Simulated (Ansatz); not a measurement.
An Ansatz (an electronic-structure program) input (DFT with PBEsol, PAW potentials and a 420 eV plane-wave cutoff in Ansatz, spin-orbit coupling left out, earlier PAW set):

Ansatz 0.2 input:
```yaml
crystal:
  lattice:
    - [1.6575089277, 0.9569632256, 8.5847656569]
    - [-1.6575089277, 0.9569632256, 8.5847656569]
    - [0, -1.9139264512, 8.5847656569]
  atoms:
    - { symbol: In, position: [0.997047746, 0.997047746, 0.997047746] }
    - { symbol: Ga, position: [0.2128710494, 0.2128710494, 0.2128710494] }
    - { symbol: Zn, position: [0.7813099066, 0.7813099066, 0.7813099066] }
    - { symbol: O, position: [0.1362794764, 0.1362794764, 0.1362794764] }
    - { symbol: O, position: [0.8788372651, 0.8788372651, 0.8788372651] }
    - { symbol: O, position: [0.2887617077, 0.2887617077, 0.2887617077] }
    - { symbol: O, position: [0.7048928489, 0.7048928489, 0.7048928489] }
basis: { ecutwfc: 420, ecutrho_ratio: 4, xc_grid: 2, fft_grid_basis: typed }
kpoints: { mp_grid: { grid: [12, 12, 12] } }
hamiltonian:
  xc: pbesol
  dispersion: none
  pseudopotentials: { azcp: { folder: ./paw }, kind: paw }
scf: { occupations: { method: fermi_dirac, width: 0.05 }, convergence: { dr2_threshold: 0.0000000007 } }
output: { forces: true, stress: true }
```

### Question
Which symmetry and how many k-points will the program report, and about how many plane waves at Γ?

### Answer
Space group R3m (ITA 160) with 6 operations, k-points 189 of 1728, and 1631 plane waves at Γ.

Whether these cells are dynamically stable was not tested. The cell is ZnInGaO4 (space group R3m, No. 160).
